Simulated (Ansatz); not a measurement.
Take Ce in the fcc (Cu type) structure (space group Fm-3m, No. 225; relaxed with 0.1 eV smearing) as the base.

```yaml
crystal:
  lattice:
    - [0.00000, 2.29488, 2.29488]
    - [2.29488, 0.00000, 2.29488]
    - [2.29488, 2.29488, 0.00000]
  atoms:
    - { symbol: Ce, position: [0.00000, 0.00000, 0.00000] }
```

Cartesian axes are those of the cell as printed.

Method: PBEsol (Ansatz, a first-principles code; PAW; 420 eV plane waves; no SOC), earlier PAW set.

The change: a pure shear with ε_yz = ε_zy = 0.0389, atoms relaxed at fixed cell.

**Question.** Estimate the effect on the stress and energy relative to the base.

**Answer.** The stress (xx, yy, zz, yz, xz, xy; compression positive) amounts to (0.1, 0.5, 0.5, -4.6, 0.0, 0.0) GPa; the energy grows by 27 meV/atom.

The 4f electrons are in the valence with no U and their state was not checked, so volumes and moments can be off. The cells carry an imposed strain or load. Stability against distortions was not tested. Seeded moments were not kept for the base. The final runs are not spin-polarised.
